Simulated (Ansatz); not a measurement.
These are PBE (plane waves to 420 eV, PAW; Ansatz, a first-principles code) values and carry that method's errors.

Plane-averaged electrostatic potential energy along the normal, in eV from the highest filled level, for the (100) surface of germanium, from a spin-polarised start, 2 pairs of surface atoms bonded, no caps (bottom of the slab: built like the top, H on every dangling bond, free):

(z (Å), V (eV)): (3.83, 4.63); (4.13, 4.63); (4.42, 4.63); (4.72, 4.63); (5.01, 4.63); (5.31, 4.63); (5.60, 4.63); (5.90, 4.63); (6.19, 4.63); (6.49, 4.62); (6.78, 4.60); (7.08, 4.57); (7.38, 4.48); (7.67, 4.26); (7.96, 3.66); (8.26, 2.59); (8.55, 2.70); (8.85, 2.11); (9.14, -0.21); (9.44, -2.44); (9.73, -3.70); (10.03, -3.82); (10.32, -3.90); (10.62, -3.90); (10.91, -4.15); (11.21, -3.86); (11.50, -3.04); (11.80, -2.60); (12.09, -3.03); (12.39, -3.67); (12.68, -3.50); (12.98, -2.82); (13.27, -2.76); (13.57, -3.32); (13.86, -3.86); (14.16, -3.52); (14.46, -2.76); (14.75, -2.73); (15.04, -3.39); (15.34, -3.91); (15.63, -3.47); (15.93, -2.74); (16.22, -2.70); (16.52, -3.43); (16.81, -3.87); (17.11, -3.38); (17.40, -2.74); (17.70, -2.73); (17.99, -3.43); (18.29, -3.71); (18.58, -3.04); (18.88, -2.24); (19.18, -2.59); (19.47, -3.84); (19.77, -5.16); (20.06, -5.45); (20.36, -4.58); (20.65, -3.33); (20.95, -2.47); (21.24, -1.45); (21.54, -0.11); (21.83, 1.32); (22.12, 2.81); (22.42, 3.81); (22.71, 4.26); (23.01, 4.48); (23.30, 4.58); (23.60, 4.63); (23.89, 4.65); (24.19, 4.66); (24.48, 4.67); (24.78, 4.67); (25.07, 4.67); (25.37, 4.67); (25.66, 4.67)

Model: 40-atom slab, 13.3 Å thick at the start with caps and adatoms (thin: gaps and levels are the slab's own), 4x4x1 mesh, Fermi-Dirac 0.025 eV, dipole correction, 4 atoms held, the rest relaxed; held to the start's symmetry, so lower structures may exist; spin-polarised from one start with parallel moments (other orders not tried), no spin-orbit, no U. The starting moment vanished. In PBE it is, or lies within 0.01 eV a 1x1 cell of, the lowest of the 2 structures of its composition computed so far; larger cells were not tried.

The vacuum level lies 4.67 eV above the highest filled level over the top face and 4.63 eV above it under the bottom face.
